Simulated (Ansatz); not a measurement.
# A computed series for ZnCu2SnS4: response to strain

Consider ZnCu2SnS4 (space group I-4, No. 82; a = 5.414 Å, c = 10.822 Å). Axes: x, y, z lie along a, b, c of the conventional cell.

Strains are applied to the cell and any free atomic positions relax.

Calculations: r2SCAN (Ansatz, an electronic-structure program; PAW; 500 eV plane waves; no spin-orbit coupling).

Candidates:
(a) isotropic strain +0.71 %
(b) tensor shear ε_xz = +0.15 %
(c) strain tensor (xx, yy, zz, yz, xz, xy) = (−1.11, +0.62, −1.34, −0.89, +0.04, +1.37) %
(d) isotropic strain −5.50 %

Notes on the quantities. energy relative to the base: free energy F.

**Question.** Order them by energy relative to the base, lowest first.

**Answer.** (b) tensor shear ε_xz = +0.15 % (0.0 meV/atom), (a) isotropic strain +0.71 % (+2.1 meV/atom), (c) strain tensor (xx, yy, zz, yz, xz, xy) = (−1.11, +0.62, −1.34, −0.89, +0.04, +1.37) % (+5.2 meV/atom), (d) isotropic strain −5.50 % (+161 meV/atom)

No phonon test of stability was made. All final runs are without spin polarisation.
